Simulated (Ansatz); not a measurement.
An Ansatz (a first-principles code) run: CoSn with a change (biaxial strain −0.52 %, plane normal [001], relaxed out of plane); Ansatz PBE, without spin-orbit coupling.

Input:

Ansatz 0.2 input:
```yaml
crystal:
  lattice:
    - [5.26646405, 0, 0]
    - [2.633232025, 4.5608916555, 0]
    - [0, 0, 4.2464463335]
  atoms:
    - { symbol: Co, position: [0.5, 0.5, 0] }
    - { symbol: Co, position: [0.5, 0, 0] }
    - { symbol: Co, position: [0, 0.5, 0] }
    - { symbol: Sn, position: [0, 0, 0] }
    - { symbol: Sn, position: [0.3333333333, 0.3333333333, 0.5] }
    - { symbol: Sn, position: [0.6666666667, 0.6666666667, 0.5] }
basis: { ecutwfc: 420, ecutrho_ratio: 4, xc_grid: 2, fft_grid_basis: typed }
kpoints: { mp_grid: { grid: [10, 10, 11] } }
hamiltonian:
  xc: pbe
  dispersion: none
  pseudopotentials: { kind: paw }
scf: { occupations: { method: fermi_dirac, width: 0.05 } }
relax: { f_tol: 0.005, max_steps: 50, cell: { stress_tol: 0.01, fix: [a, b, gamma] } }
output: { forces: true, stress: true }
checkpoint: { write: state.ck, write_every: 1000 }
```

Output (explanatory and most iteration lines left out):

```
Relaxation: its limit of steps is 50 (relax.max_steps)
Pseudopotential: Co, paw, valence charge 17
Pseudopotential: Sn, paw, valence charge 14
Crystal: 6 atoms, lattice volume = 101.999 Å³
Basis set: ecut = 420 eV, 1989 PW (Γ), exchange–correlation on 72×72×60 points (8 copies of the dense FFT grid, shifted against one another)
Bands: 56, of which v1, the nominal top of the filled ones, is band 47 counted from 1 (46 counted from 0)
Symmetry: 24 space group operations
Space group: P6/mmm (ITA 191), of the structure as read, at distance tolerance 4.7e-5 Å
k-points: 84 of 1100
Functional: x = pbe(κ = 0.804, μ = 0.2195149727645171), c = pbe(β = 0.06672455060314922)
SCF iter   1: F=—  HF=-33451.628263 eV  |F-HF|=—  |Δ(HF+E_count)|=         —  Δρ=1.01e-2  dr2=9.96e-2  ethr=1.77e-3  ⟨swp⟩=6.4  Hψ=18124  notcnv=0  defer=36
SCF iter   2: F=—  HF=-33451.646336 eV  |F-HF|=—  |Δ(HF+E_count)|=   1.81e-2  Δρ=1.95e-2  dr2=2.79e-1  ethr=1.07e-4  ⟨swp⟩=2.3  Hψ=7463  notcnv=0  defer=140
SCF 1 converged in 8 iterations: F = -33451.616503 eV  dr2 = 2.12e-8
relax step   1: F+E_penalty+E_count = -33451.61650312 eV  Δ(F+E_penalty+E_count) = +0.000e0 eV  max|allowed force component| = 4.472e-17 eV/Å  Δτ_max = 0.0000 Å  P = +1.028 GPa  Ω = 101.999 Å³  fix = [a, b, gamma]  reactions: a +1.534, b +1.534 GPa  (8 SCF iters, dr2 threshold 1.00e-7 eV, accepted)
Crystal: 6 atoms, lattice volume = 102.006 Å³
SCF iter   1: F=—  HF=-33451.616517 eV  |F-HF|=—  |Δ(HF+E_count)|=         —  Δρ=1.28e-5  dr2=2.52e-7  ethr=2.52e-10  ⟨swp⟩=2.2  Hψ=19811  notcnv=0
SCF iter   2: F=—  HF=-33451.616499 eV  |F-HF|=—  |Δ(HF+E_count)|=   1.81e-5  Δρ=7.00e-6  dr2=5.68e-8  ethr=2.52e-10  ⟨swp⟩=2.1  Hψ=6572  notcnv=0
SCF 2 converged in 4 iterations: F = -33451.616499 eV  dr2 = 4.24e-10
relax step   2: F+E_penalty+E_count = -33451.61649903 eV  Δ(F+E_penalty+E_count) = +4.090e-6 eV  max|allowed force component| = 4.318e-17 eV/Å  Δτ_max = 0.0000 Å  P = +1.019 GPa  Ω = 102.006 Å³  energy of the carried Pulay correction = -4.424e-6 eV  fix = [a, b, gamma]  reactions: a +1.529, b +1.529 GPa  (4 SCF iters, dr2 threshold 6.43e-10 eV, accepted)
Crystal: 6 atoms, lattice volume = 102.006 Å³
SCF iter   1: F=—  HF=-33451.616532 eV  |F-HF|=—  |Δ(HF+E_count)|=         —  Δρ=1.31e-6  dr2=8.95e-10  ethr=2.03e-7  ⟨swp⟩=3.1  Hψ=29619  notcnv=0
SCF iter   2: F=—  HF=-33451.616504 eV  |F-HF|=—  |Δ(HF+E_count)|=   2.77e-5  Δρ=3.25e-6  dr2=5.56e-9  ethr=1.00e-12  ⟨swp⟩=4.0  Hψ=14860  notcnv=0
SCF 3 converged in 6 iterations: F = -33451.616504 eV  dr2 = 2.02e-12
SCF converged after 6 iterations
Free energy (F): -33451.616504 eV
Internal energy: -33451.583554 eV  (E = F + TS)
E sigma→0 (E₀):  -33451.600029 eV
Entropy (-TS):   -0.032950 eV (-5.492 meV/atom)
Fermi energy:    14.745112 eV
--- Forces (eV/Å), atoms counted from 1 ---
  atom   1  Co    -0.00000000    -0.00000000     0.00000000
  atom   2  Co     0.00000000     0.00000000     0.00000000
  atom   3  Co     0.00000000    -0.00000000     0.00000000
  atom   4  Sn    -0.00000000     0.00000000     0.00000000
  atom   5  Sn     0.00000000    -0.00000000     0.00000000
  atom   6  Sn    -0.00000000     0.00000000     0.00000000
--- Stress (GPa, compression-positive) ---
        1.529396      -0.000000       0.000000
       -0.000000       1.529396       0.000000
        0.000000       0.000000      -0.001159
  P = ⅓ Tr σ = 1.0192 GPa (10.192 kbar)
--- Relaxed structure (2 steps of the walk, 2 accepted, 1 SCFs on fresh bases) ---
  cell:  # Å, volume = 102.0055 Å³
    - [5.2664640500476425, 5.841943745988039e-113, 0.0]
    - [2.6332320250238213, 4.5608916554587395, 0.0]
    - [0.0, 0.0, 4.246732199106502]
  atoms:
    - { symbol: Co, position: [0.5000000000000001, 0.5, 0.0] }
    - { symbol: Co, position: [0.5, 2.199325457558571e-36, 0.0] }
    - { symbol: Co, position: [0.0, 0.5, 0.0] }
    - { symbol: Sn, position: [4.260604299440946e-36, 1.3195952745351435e-36, 0.0] }
    - { symbol: Sn, position: [0.33333333333333337, 0.3333333333333333, 0.5] }
    - { symbol: Sn, position: [0.6666666666666667, 0.6666666666666666, 0.5] }
```

Without a gap, meshes like the base's 10×10×11 leave anisotropic stresses uncertain by several tenths of a GPa, and small strain energies with them. Stability against distortions was not tested. All final runs are without spin polarisation. The cell was made from CoSn (space group P6/mmm, No. 191; non-magnetic) by this change: biaxial strain −0.52 %, plane normal [001], relaxed out of plane.
